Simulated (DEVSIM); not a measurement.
Structure: Si p+/n-/n+ power diode, at 350 K.

Layer 1 from the left is Si, thickness (μm) 2.20, Na (cm⁻³) 6.8e18, τn (s) 1.2e-6, τp (s) 1.2e-6. Layer 2 from the left is Si, thickness (μm) 21.0, Nd (cm⁻³) 1.3e14, τn (s) 1.2e-6, τp (s) 1.2e-6. Layer 3 from the left is Si, thickness (μm) 8.80, Nd (cm⁻³) 1.1e18, τn (s) 1.2e-6, τp (s) 1.2e-6.

Left contact: ohmic. Right contact: ohmic. Voltage is applied to the left contact. Recombination: SRH at mid-gap, Auger. Mobility is constant in doping.

This is a model device: material constants are rounded textbook-type values typed into the input, and sizes, dopings and lifetimes were drawn at random. Values at 300 K; Nc and Nv go as T^1.5, mobilities as T to minus their exponent, the gap by Varshni's rule with the affinity fixed.

Si: gap (eV) 1.124, affinity (eV) 4.05, permittivity 11.7, Nc (cm⁻³) 2.86e19, Nv (cm⁻³) 3.1e19, μn (cm²/Vs) 1417, μp (cm²/Vs) 470, T exponent of μn 2.3, T exponent of μp 2.2, Cn (cm⁶/s) 2.8e-31, Cp (cm⁶/s) 9.9e-32, Varshni α (eV/K) 0.000473, Varshni β (K) 636.

Model (solved in DEVSIM): 1D drift-diffusion, Boltzmann statistics, complete ionisation; no tunnelling, impact ionisation, image-force lowering or self-heating.

Q: What does the simulation give for the dark forward voltage at 1 A/cm², the dark forward voltage at 100 A/cm²?

A: dark forward voltage at 1 A/cm² 0.585 V; dark forward voltage at 100 A/cm² 0.777 V.
